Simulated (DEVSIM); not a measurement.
# GaAs p-i-n diode

Structure: GaAs p-i-n diode, at 300 K.

| layer (left to right) | material | thickness (μm) | Nd (cm⁻³) | Na (cm⁻³) | τn (s) | τp (s) |
|---|---|---|---|---|---|---|
| 1 | GaAs | 1.20 | - | 2.2e16 | 9.5e-9 | 9.5e-9 |
| 2 | GaAs | 0.750 | 5.9e13 | - | 9.5e-9 | 9.5e-9 |
| 3 | GaAs | 0.330 | 1.8e17 | - | 9.5e-9 | 9.5e-9 |

Left contact: ohmic. Right contact: ohmic. Voltage is applied to the left contact. Recombination: SRH at mid-gap, Auger. Mobility is μmin + (μ − μmin)/(1 + (N/Nref)^α).

The device is made up for the run: typed textbook-type constants, with dimensions and the other settings drawn at random. Values at 300 K.

```csv
parameter,GaAs
gap (eV),1.424
affinity (eV),4.07
permittivity,12.9
Nc (cm⁻³),4.7e17
Nv (cm⁻³),9e18
μn (cm²/Vs),8500
μp (cm²/Vs),400
"μn,min",500
"μp,min",20
"Nref,n",6e16
"Nref,p",1.5e17
αn,0.39
αp,0.38
Cn (cm⁶/s),1e-30
Cp (cm⁶/s),1e-30
```

Simulated with DEVSIM: 1D drift-diffusion, Boltzmann statistics, complete ionisation; no tunnelling, impact ionisation, image-force lowering or self-heating.

```json
{
 "potential_step_across_the_device_at_zero_bias": "1.244 V",
 "Dark forward voltage at 1 A/cm²": "0.971 V",
 "Dark forward voltage at 100 A/cm²": "1.095 V"
}
```

Dark reverse current:

```
V (V)   J (A/cm²)
------  ---------
-0.20    -2.5e-10
-0.50    -4.8e-10
-1.00    -7.2e-10
-1.50    -8.8e-10
-2.00    -9.9e-10
-3.00     -1.2e-9
-4.00     -1.3e-9
-5.00     -1.4e-9
-6.50     -1.5e-9
-8.00     -1.6e-9
-10.00    -1.7e-9
```

Dark forward current:

```csv
V (V),J (A/cm²)
0.05,1.9e-10
0.10,6.9e-10
0.15,2.0e-9
0.25,1.6e-8
0.30,4.5e-8
0.35,1.3e-7
0.40,3.6e-7
0.45,1.0e-6
0.55,8.2e-6
0.60,2.4e-5
0.65,7.2e-5
0.70,0.00023
0.80,0.0031
0.85,0.014
0.90,0.078
0.95,0.47
1.00,2.9
1.10,120
1.15,680
1.20,2900
```
